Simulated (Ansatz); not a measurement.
Surface energy of faces of monoclinic ZrO2 in PBE and in LDA, in Ansatz (plane waves, PAW). Symmetric slabs relaxed with PBE from ideal cuts in 1x1 cells (the lowest computed cut and spin start of each face; real faces may reconstruct in larger cells); LDA values are single points on them, with the bulk at the same level. No spin-orbit coupling, no U.

```json
[
 {"face": "(001)", "PBE (J/m²)": "1.25", "LDA (J/m²)": "1.84"},
 {"face": "(010)", "PBE (J/m²)": "2.19", "LDA (J/m²)": "2.59"},
 {"face": "(011)", "PBE (J/m²)": "1.30", "LDA (J/m²)": "1.63"},
 {"face": "(10-1)", "PBE (J/m²)": "1.22", "LDA (J/m²)": "1.60"},
 {"face": "(100)", "PBE (J/m²)": "1.41", "LDA (J/m²)": "?"},
 {"face": "(101) (2 O–Zr bonds broke)", "PBE (J/m²)": "1.36", "LDA (J/m²)": "1.82"},
 {"face": "(11-1)", "PBE (J/m²)": "0.92", "LDA (J/m²)": "1.32"},
 {"face": "(110)", "PBE (J/m²)": "1.18", "LDA (J/m²)": "1.52"},
 {"face": "(111)", "PBE (J/m²)": "1.09", "LDA (J/m²)": "1.53"}
]
```

Fit a straight line y = a·x + b by least squares to the 8 complete rows (x: PBE (J/m²); y: LDA (J/m²)).

the means are x̄ = 1.3138 and ȳ = 1.7312; Σ(x − x̄)² = 1.0060 and Σ(x − x̄)(y − ȳ) = 0.99856, so a = 0.993 and b = ȳ − a·x̄ = 0.427. The largest residual is 0.172.

What does the line predict for the withheld row, (100), and what did the calculation give?

the line gives 1.83; the calculation gave 1.78, a miss of -0.05, of the size of the fitted rows' scatter and rounding.

Ansatz is a quantum-chemistry and plane-wave program.
